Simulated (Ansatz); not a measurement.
The reference is CdTe in the wurtzite structure (space group P6_3mc, No. 186; a = 4.583 Å, c = 7.516 Å; a cell from a computed database, its experimental status unchecked).

Modification: a hydrostatic pressure of 0.3 GPa.

Levels (all Ansatz, an electronic-structure program, PAW): PBEsol (420 eV, spin-orbit coupling left out); HSE06 (420 eV, spin-orbit coupling left out).

The geometry is relaxed with PBEsol.

| Item | Value |
|---|---|
| PBEsol lowest conduction level above the VBM at special points | Γ 0.71 eV; A 1.97 eV; L 2.18 eV |

### Question
Predict the lowest conduction level above the VBM at special points from HSE06.

### Answer
The lowest conduction level above the VBM at special points changes from Γ 0.71 eV; A 1.97 eV; L 2.18 eV to Γ 1.69 eV; A 2.90 eV; L 3.04 eV.

Single points use the geometry relaxed with PBEsol. The levels and masses belong to the bands next to the band gap. Load acts through the strain it causes; cell and atoms are relaxed under it. Whether these cells are dynamically stable was not tested. The base started in Cmc2_1 and relaxed to P6_3mc at this level. This is not the structure that CdTe has at room temperature and ambient pressure.
